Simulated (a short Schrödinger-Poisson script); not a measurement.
System: MOS inversion layer, SiO2 on p-type Si(110), at 300 K.

From the gate side: 3.3 nm SiO2; 1400 nm Si, acceptors 9.9e16 cm⁻³.

Constants are typed, rounded textbook-type inputs, not results; the design itself was drawn at random and stands for no fabricated device. SiO2: permittivity 3.9, conduction-band edge (eV) 3.15, gap (eV) 9, electron mass (mₑ) 0.5. Si: permittivity 11.7, conduction-band edge (eV) 0, gap (eV) 1.124, Nv at 300 K (cm⁻³) 3.1e19.

Channel valleys (confinement mass, in-plane density-of-states mass, number): Δ4 0.315, 0.324, 4; Δ2 0.19, 0.417, 2. At the gate the conduction-band edge of layer 1 lies 3.7 eV − eVg above the Fermi level of the channel; the field vanishes at the back. Gaps are held at their typed values at every temperature. Mesh 0.03 nm at interfaces.

Solved with a short Schrödinger-Poisson script written for these runs: 1D Poisson equation in equilibrium, electrons quantum, Hartree (BenDaniel-Duke, 12 states a valley, the channel's in-plane mass for all, wave functions ending at the dielectric), parabolic valleys, classical holes, full ionisation, no traps, pinning or gate leakage.

```csv
Vg (V),electrons (cm⁻²),C (μF/cm²),Δ4 E0 (meV from the Fermi level),Δ2 E0 (meV from the Fermi level)
0.6,1.77e10,0.168,184.5,197.7
0.75,3.50e11,0.614,106.2,120.9
0.9,9.93e11,0.757,77.8,94.6
1.05,1.72e12,0.809,62.2,81.1
1.2,2.49e12,0.838,51.5,72.3
1.35,3.29e12,0.857,43.2,65.9
1.5,4.10e12,0.870,36.4,60.9
1.65,4.91e12,0.881,30.6,56.8
1.8,5.74e12,0.889,25.6,53.4
1.95,6.58e12,0.896,21.1,50.5
2.1,7.42e12,0.902,17.0,48.0
2.25,8.27e12,0.907,13.2,45.7
2.4,9.12e12,0.911,9.7,43.7
2.55,9.97e12,0.915,6.4,41.9
2.7,1.08e13,0.919,3.4,40.2
2.85,1.17e13,0.922,0.4,38.6
```

Gate voltages with under 1e9 electrons/cm² are left out.

Question: At Vg = 2.85 V the lowest Δ4 subband lies at 0.4 meV from the Fermi level. How many electrons does it hold, and what share of all?

Answer: The two-dimensional density of states is g m/(πħ²) = 5.41e11 cm⁻² meV⁻¹ (both spins), kT = 25.9 meV, so n = D kT ln(1 + exp(−E/kT)) = 9.58e12 cm⁻², 0.82 of the 1.17e13 cm⁻² in all.

Question: Compare the slope of the sheet density between 2.55 and 2.85 V with the geometric capacitance of the layers between gate and channel.

Answer: q Δn/ΔV = 0.924 μF/cm²; ε0/Σ(t/ε) = 1.05 μF/cm². The ratio is 0.88: the channel acts as a further capacitance in series.
